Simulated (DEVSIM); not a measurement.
Device: Al0.15Ga0.85As/GaAs n-p heterojunction, at 300 K.

```csv
layer (left to right),material,thickness (μm),Nd (cm⁻³),Na (cm⁻³),τn (s),τp (s)
1,Al0.15Ga0.85As,0.110,1.6e16,-,3.3e-10,3.3e-10
2,GaAs,1.40,-,6.8e16,3.3e-10,3.3e-10
```

Left contact: ohmic. Right contact: ohmic. Voltage is applied to the left contact. Recombination: SRH at mid-gap, radiative, Auger. Mobility is constant in doping.

This is a model device: material constants are rounded textbook-type values typed into the input, and sizes, dopings and lifetimes were drawn at random. Values at 300 K.

| parameter | Al0.15Ga0.85As | GaAs |
|---|---|---|
| gap (eV) | 1.611 | 1.424 |
| affinity (eV) | 3.9515 | 4.07 |
| permittivity | 12.47 | 12.9 |
| Nc (cm⁻³) | 5.6e17 | 4.7e17 |
| Nv (cm⁻³) | 9e18 | 9e18 |
| μn (cm²/Vs) | 5695 | 8500 |
| μp (cm²/Vs) | 282 | 400 |
| B (cm³/s) | 2e-10 | 2e-10 |
| Cn (cm⁶/s) | 1e-30 | 1e-30 |
| Cp (cm⁶/s) | 1e-30 | 1e-30 |

DEVSIM, 1D drift-diffusion, Boltzmann statistics, complete ionisation; no tunnelling, impact ionisation, image-force lowering or self-heating. Band offsets follow the typed affinities; no thermionic-emission limit at abrupt steps, no polarisation charge.

Task: Tabulate band edges, carrier densities and field at zero bias.

Result: Energies count from the Fermi level of the right contact; mesh points crowd at the junctions.

```csv
x (μm),Ec (eV),Ev (eV),n (cm⁻³),p (cm⁻³),field (V/cm)
0.000,0.092,-1.519,1.6e16,< 1e2,68000
0.004292,0.121,-1.490,5.2e15,< 1e2,68000
0.01273,0.180,-1.431,5.4e14,< 1e2,70000
0.02737,0.285,-1.327,9.3e12,< 1e2,73000
0.06523,0.579,-1.032,1.0e8,< 1e2,82000
0.08868,0.778,-0.833,47000,93000,88000
0.1006,0.885,-0.726,770,5700000,90000
0.1088,0.960,-0.651,< 1e2,1.0e8,92000
0.1124,0.874,-0.550,990,5.1e9,87000
0.1196,0.934,-0.490,< 1e2,5.2e10,80000
0.1328,1.031,-0.393,< 1e2,2.3e12,68000
0.1726,1.226,-0.198,< 1e2,4.2e15,30000
0.2394,1.296,-0.128,< 1e2,6.3e16,1200
0.3620,1.298,-0.126,< 1e2,6.8e16,≈ 0
0.7317,1.298,-0.126,< 1e2,6.8e16,≈ 0
1.099,1.298,-0.126,< 1e2,6.8e16,≈ 0
1.306,1.298,-0.126,< 1e2,6.8e16,≈ 0
1.406,1.298,-0.126,< 1e2,6.8e16,≈ 0
1.470,1.298,-0.126,< 1e2,6.8e16,≈ 0
1.492,1.298,-0.126,< 1e2,6.8e16,≈ 0
1.503,1.298,-0.126,< 1e2,6.8e16,≈ 0
1.510,1.298,-0.126,< 1e2,6.8e16,≈ 0
```
